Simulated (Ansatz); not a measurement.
By PBEsol, the system below comes out a metal.

Without scattering a metal conducts by its projected Fermi surface.

Given:

```yaml
crystal:
  lattice:
    - [2.74324, 0.00000, 0.00000]
    - [-0.91441, 2.58635, 0.00000]
    - [0.91441, 1.29318, 2.23985]
  atoms:
    - { symbol: Mo, position: [0.00000, 0.00000, 0.00000] }
```

The cell is taken as given; by PBEsol it stands under a pressure of -9.4 GPa.

The current flows along the normal of the first two printed cell vectors, the (110) plane of the conventional cell. No spin-orbit coupling; the value is a mean over 0.1 eV about the Fermi level.

Q: Compute, with PBEsol (Ansatz, a quantum-chemistry and plane-wave program), the ballistic conductance per area.

A: 1.2 × 10¹⁵ S/m² for both spins.
